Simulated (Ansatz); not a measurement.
**Effect of uniaxial strain ε_zz = −2.57 % on Rh**

Start from Rh in the fcc (Cu type) structure (space group Fm-3m, No. 225; a = 3.8016 Å; relaxed with 0.1 eV smearing). Axes: x, y, z lie along the cube axes.

Modification: the cell is compressed by 2.57 % along z with no lateral relaxation; the atoms relax in the strained cell.

Method: r2SCAN/PAW in Ansatz (a first-principles code), no spin-orbit coupling, earlier PAW set. k-mesh 30×30×30 (Γ-centred); smearing 0.1 eV (Fermi–Dirac).

The volume per atom shrinks by 0.353 Å³ (13.74 Å³ → 13.38 Å³) and the space group changes from Fm-3m (No. 225) to I4/mmm (No. 139). The shortest interatomic distance shrinks by 0.065 bohr to 5.015 bohr and the energy increases by 13 meV/atom. The pressure (mean of the normal stresses, compression positive) goes from zero to 7.9 GPa and the band gap remains zero. The stress (xx, yy, zz, yz, xz, xy; compression positive) comes out as (5.7, 5.7, 12.3, 0.0, 0.0, 0.0) GPa.

Cost of the whole job for the changed cell (relaxation, final SCF and bands): around 80 core-seconds (rough).

No phonon test of stability was made. The final runs are not spin-polarised.
